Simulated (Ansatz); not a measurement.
Start from PbZrO$_{3}$ in the cubic perovskite structure (space group Pm-3m, No. 221; a = 4.141 Å; a cell from a computed database, its experimental status unchecked).

The change: every Pb is replaced by Si; the structure is relaxed again.

Levels (all Ansatz, a quantum-chemistry and plane-wave program, PAW): PBEsol (420 eV, no SOC); PBEsol+SOC (420 eV, with spin-orbit coupling).

The geometry is relaxed with PBEsol.

| Quantity | Result |
|---|---|
| PBEsol smallest direct gap | 1.39 eV |
| PBEsol lowest conduction level above the VBM at special points | X 1.24 eV; M 2.35 eV; Γ 3.79 eV; R 3.89 eV |
| PBEsol electron mass | 0.18 mₑ along k, 0.33 mₑ across (at X) |

Predict the smallest direct gap, lowest conduction level above the VBM at special points and electron mass from PBEsol+SOC.

The smallest direct gap is still 1.39 eV; the lowest conduction level above the VBM at special points changes from X 1.24 eV; M 2.35 eV; Γ 3.79 eV; R 3.89 eV to X 1.23 eV; M 2.34 eV; Γ 3.76 eV; R 3.87 eV; the electron mass is still 0.18 mₑ along k, 0.33 mₑ across (at X).

Single points use the geometry relaxed with PBEsol. The spin-orbit shifts are approximate. Masses are band curvatures over ±0.01 Å⁻¹ around the edge. Along k means along the line from Γ to the band edge. Stability against distortions was not tested. As relaxed here, ZrSiO3 is a hypothetical phase, not in the database extracts checked. Many cubic perovskites are stable only at high temperature; tilts and polar distortions were not tested.
